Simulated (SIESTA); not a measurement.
SIESTA run on YMg3 (P1, 8 atoms in the cell): self-consistent single point.

Computed with GGA PBEsol, numerical atomic orbitals TZP, PseudoDojo PBEsol standard norm-conserving potentials (rewritten from UPF to PSML) run with SIESTA.

The change in words: atoms moved at random. Reference geometry:
```xyz
8
Lattice="6.6849 0.0000 0.0000 -3.3425 5.7893 0.0000 0.0000 0.0000 5.1670" Properties=species:S:1:pos:R:3 pbc="T T T"
Y      3.3425     1.9298     1.2918
Y      0.0000     3.8595     3.8753
Mg     0.0000     1.8829     1.2918
Mg     3.3425     3.9065     3.8753
Mg     5.0543     0.9414     3.8753
Mg    -1.7119     4.8479     1.2918
Mg     1.7119     4.8479     1.2918
Mg     1.6306     0.9414     3.8753
```

Reference input (self-consistent single point, DFT, GGA PBEsol, numerical atomic orbitals TZP, PseudoDojo PBEsol standard norm-conserving potentials (rewritten from UPF to PSML)): XC.functional = GGA; XC.authors = PBEsol; potentials = PseudoDojo PBEsol standard; PAO.BasisSize = TZP; PAO.EnergyShift = 0.01 Ry; MeshCutoff = 350 Ry; kgrid.MonkhorstPack = 4 4 5; OccupationFunction = MP; OccupationMPOrder = 0; ElectronicTemperature = 0.2 eV; MaxSCFIterations = 150; SCF.Mixer.Method = Pulay. This run's input differs from it in these lines:

```diff
@@ -18,10 +18,10 @@
 %block AtomicCoordinatesAndAtomicSpecies
-     3.342468342    1.929771070    1.291757500  1
-    -0.000003342    3.859547930    3.875272500  1
-    -0.000000000    1.882860218    1.291757500  2
-     3.342465000    3.906458782    3.875272500  2
-     5.054325162    0.941430109    3.875272500  2
-    -1.711860162    4.847888891    1.291757500  2
-     1.711860162    4.847888891    1.291757500  2
-     1.630604838    0.941430109    3.875272500  2
+     3.287638547    1.898601377    1.312570297  1
+    -0.029854897    3.928539244    3.890236219  1
+     0.058636863    1.868809541    1.286564635  2
+     3.400373206    3.917788479    3.845789427  2
+     5.066057214    0.915065550    3.915983529  2
+    -1.722883612    4.835928158    1.285872253  2
+     1.714584271    4.844201095    1.290677591  2
+     1.595305065    0.948348345    3.840426050  2
 %endblock AtomicCoordinatesAndAtomicSpecies
```

Output (repeated stretches shortened):

```
        iscf     Eharris(eV)        E_KS(eV)     FreeEng(eV)     dDmax    Ef(eV) dHmax(eV)
   scf:    1   -11878.459863   -11895.598478   -11895.728398  1.880568 -3.672531  3.834330
   scf:    2   -11895.945734   -11895.777699   -11895.908765  0.022536 -3.677621  3.314510
   scf:    3   -11896.223215   -11896.100061   -11896.237423  0.091867 -3.718559  0.905642
   scf:    4   -11896.183100   -11896.157460   -11896.296031  0.039207 -3.766042  0.251991
   scf:    5   -11896.162480   -11896.160233   -11896.298671  0.002286 -3.761735  0.149873
   [... 4 lines left out ...]
   scf:   10   -11896.167322   -11896.167328   -11896.304799  0.000140 -3.757412  0.000818
   scf:   11   -11896.167329   -11896.167328   -11896.304799  0.000092 -3.757536  0.000370
   scf:   12   -11896.167327   -11896.167328   -11896.304799  0.000015 -3.757536  0.000038
   scf:   13   -11896.167328   -11896.167328   -11896.304799  0.000001 -3.757537  0.000032
SCF Convergence by DM+H criterion
max |DM_out - DM_in|         :     0.0000007240
max |H_out - H_in|      (eV) :     0.0000317047
SCF cycle converged after 13 iterations

Using DM_out to compute the final energy and forces

siesta: E_KS(eV) =           -11896.1673

siesta: E_KS - E_eggbox =    -11896.1673

siesta: Atomic forces (eV/Ang):
     1    0.401450    0.066825   -0.172471
     2    0.259030   -0.325987   -0.122999
     3   -0.385181    0.152983    0.056106
     4   -0.310342   -0.136161    0.177834
     5   -0.084276    0.208403   -0.149698
     6    0.011363   -0.042753   -0.018338
     7   -0.037542   -0.048151    0.063068
     8    0.087846    0.097608    0.209318
   Tot   -0.057652   -0.027233    0.042821
   Max    0.401450
   Res    0.188111    sqrt( Sum f_i^2 / 3N )
   Max    0.401450    constrained

   [... lines left out ...]
siesta: FreeEng =    -11896.304799
siesta: Cell volume =        199.970221 Ang**3
siesta:          -8.16496240         -4.68413282  kBar
   [... lines left out ...]
   [... 9 lines left out ...]

mulliken: Qtot =       82.000

Mulliken Atomic Populations:
Atom #   charge [q] valence [e]  Species
     1     0.104963   10.895037  Y
     2     0.110764   10.889236  Y
     3    -0.030736   10.030736  Mg
     4    -0.034143   10.034143  Mg
     5    -0.035866   10.035866  Mg
     6    -0.036030   10.036030  Mg
     7    -0.038142   10.038142  Mg
     8    -0.040810   10.040810  Mg
 Total     0.000000
```

The run converged in 13 iterations. Against the reference run the free energy goes up by 8.3 meV/atom, the pressure goes from -0.97 to -0.82 GPa and the largest force goes from 0.063 to 0.442 eV/Å.

The starting cell comes from a database of computed structures (which also holds hypothetical and non-ambient phases and stackings), without a prior relaxation at this level. For this run, on top of that: atoms moved at random. Values carry the incompleteness of an atom-centred basis.

Cost on one core of a shared machine: roughly 60 s.
